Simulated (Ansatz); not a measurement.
We consider CsCl-type NiAl, described by r²SCAN (PAW; Ansatz, a program for electronic structure).

Settings: plane-wave cutoff 600 eV, 16×16×16 k mesh, Fermi–Dirac smearing 0.1 eV, finite displacements, force constants from a 4×4×4 q mesh, no spin polarisation, scalar-relativistic PAW data made under PBE.

Computed at the level's own relaxed cell.

```
CELL_PARAMETERS angstrom
      2.86333     0.00000     0.00000
      0.00000     2.86333     0.00000
      0.00000     0.00000     2.86333
ATOMIC_POSITIONS crystal
  Al 0.50000 0.50000 0.50000
  Ni 0.00000 0.00000 0.00000
```

Harmonic phonon frequencies (cm⁻¹; i marks an imaginary mode):

```json
[
 {"q point": "Γ", "frequencies": "…"},
 {"q point": "R", "frequencies": "176 176 176 349 349 349"}
]
```

Question: Fill in the missing entries.

Answer: 
- Γ, frequencies: 0 0 0 309 309 309

No imaginary mode appears at these points.
